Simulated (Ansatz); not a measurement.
The reference is CsPbBr$_{3}$ in the cubic perovskite structure (space group Pm-3m, No. 221).

```
CsPbBr3
1.0
    5.77022     0.00000     0.00000
    0.00000     5.77022     0.00000
    0.00000     0.00000     5.77022
Cs Pb Br
1 1 3
Direct
  0.00000   0.00000   0.00000
  0.50000   0.50000   0.50000
  0.50000   0.00000   0.50000
  0.00000   0.50000   0.50000
  0.50000   0.50000   0.00000
```

All numbers come from LDA (Ansatz, a quantum-chemistry and plane-wave program), no spin-orbit coupling.

Before the change:

```
Property     Value
--------  --------
Pressure  0.00 GPa
Band gap   1.17 eV
```

The change: the cell is scaled by 0.9940 in all directions; the atoms relax in the strained cell.

Question: What happens to the pressure?

Answer: The pressure goes from zero to 0.48 GPa.

Question: What does the calculation give for the band gap after the change?

Answer: The band gap falls by 0.085 eV (1.17 eV → 1.08 eV).

With Pb present, leaving out spin-orbit coupling can change the band edges. Stability against distortions was not tested. Many cubic perovskites are stable only at high temperature; tilts and polar distortions were not tested. This is not the structure that CsPbBr3 has at room temperature and ambient pressure.
